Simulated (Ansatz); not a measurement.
Consider SiC in the wurtzite structure (space group P6_3mc, No. 186; a = 3.076 Å, c = 5.048 Å). Axes: x lies along a and z along c of the hexagonal cell.

Structures relaxed with Ansatz (a first-principles code), PBEsol, PAW, cutoff 420 eV, no spin-orbit coupling, earlier PAW set.

Base:

Simulated powder pattern, Cu Kα, λ = 1.54184 Å (kinematic, ideal powder, no thermal factors, no anomalous dispersion; the 8 strongest lines at most, above 2 %, up to 2θ = 90°):

| 2θ (°) | I/Imax (%) | hkl |
|---|---|---|
| 33.64 | 74 | (100) |
| 35.57 | 51 | (002) |
| 38.20 | 100 | (101) |
| 49.77 | 27 | (102) |
| 60.17 | 46 | (110) |
| 65.63 | 47 | (103) |
| 71.89 | 35 | (112) |
| 73.54 | 16 | (201) |

Perturbation: biaxial strain +0.85 %, plane normal [001], relaxed out of plane (Cartesian); in-plane vectors clamped, the third vector and the atoms free.

### Question
Predict the new powder pattern.

### Answer

Simulated powder pattern, Cu Kα, λ = 1.54184 Å (kinematic, ideal powder, no thermal factors, no anomalous dispersion; the 8 strongest lines at most, above 2 %, up to 2θ = 90°):

```json
[
 {"2θ (°)": "33.35", "I/Imax (%)": "75", "hkl": "(100)"},
 {"2θ (°)": "35.64", "I/Imax (%)": "50", "hkl": "(002)"},
 {"2θ (°)": "37.96", "I/Imax (%)": "100", "hkl": "(101)"},
 {"2θ (°)": "49.61", "I/Imax (%)": "27", "hkl": "(102)"},
 {"2θ (°)": "59.61", "I/Imax (%)": "46", "hkl": "(110)"},
 {"2θ (°)": "65.55", "I/Imax (%)": "46", "hkl": "(103)"},
 {"2θ (°)": "71.42", "I/Imax (%)": "35", "hkl": "(112)"},
 {"2θ (°)": "72.88", "I/Imax (%)": "16", "hkl": "(201)"}
]
```

The indices refer to the base's conventional cell; one index is shown for lines that coincide.

Stability against distortions was not tested.
